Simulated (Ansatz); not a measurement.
# MgH2 under a change: pressure 10 GPa

Start from MgH₂ (space group Pbcn, No. 60; a = 4.474 Å, b = 5.395 Å, c = 4.895 Å; a cell from a computed database, its experimental status unchecked).

One thing is altered: cell and atoms relaxed at a pressure of 10 GPa.

Method: PBEsol, PAW, 420 eV (Ansatz, a first-principles code; without spin-orbit coupling). k-mesh 6×5×6 (Γ-centred); smearing 0.05 eV (Fermi–Dirac).

| quantity | base | changed | shift |
|---|---|---|---|
| volume per atom | 9.85 Å³ | 8.32 Å³ | -1.53 Å³ |
| density | 1.48 g/cm³ | 1.75 g/cm³ | +0.27 g/cm³ |
| shortest interatomic distance | 1.904 Å | 1.809 Å | -0.0958 Å |
| enthalpy H = E + PV relative to the base's energy | – | +0.56 eV/atom | – |
| band gap | 3.41 eV | 2.97 eV | -0.44 eV |
| gap character | indirect, Γ → k = (1/3, 0, 0) in the run's primitive reciprocal basis | indirect, k = (0, 0.400, 0.167) in the run's primitive reciprocal basis → Γ | – |
| smallest direct gap | 3.52 eV | 3.13 eV | -0.39 eV |
| width of the top valence band | 2.49 eV | 3.21 eV | +0.72 eV |
| electron mass | 0.53 mₑ along a, 0.92 mₑ along b, 0.40 mₑ along c (off the special points) | 0.17 mₑ along a, 0.96 mₑ along b, 1.0 mₑ along c (at Γ) | – |

Final structure:

```
MgH2
1.0
    4.32959     0.00000     0.00000
    0.00000     4.99667     0.00000
    0.00000     0.00000     4.61271
Mg H
4 8
Direct
  0.50000   0.80854   0.75000
  0.50000   0.19146   0.25000
  0.00000   0.69146   0.25000
  0.00000   0.30854   0.75000
  0.73834   0.91620   0.43483
  0.26166   0.08380   0.56517
  0.76166   0.58380   0.93483
  0.23834   0.41620   0.06517
  0.23834   0.58380   0.56517
  0.76166   0.41620   0.43483
  0.26166   0.91620   0.06517
  0.73834   0.08380   0.93483
```

Cost of the whole job for the changed cell (relaxation, final SCF and bands): roughly 80 core-seconds.

Load acts through the strain it causes; cell and atoms are relaxed under it. Masses are band curvatures over ±0.01 Å⁻¹ around the edge. Whether these cells are dynamically stable was not tested. No other phases were tried under pressure.
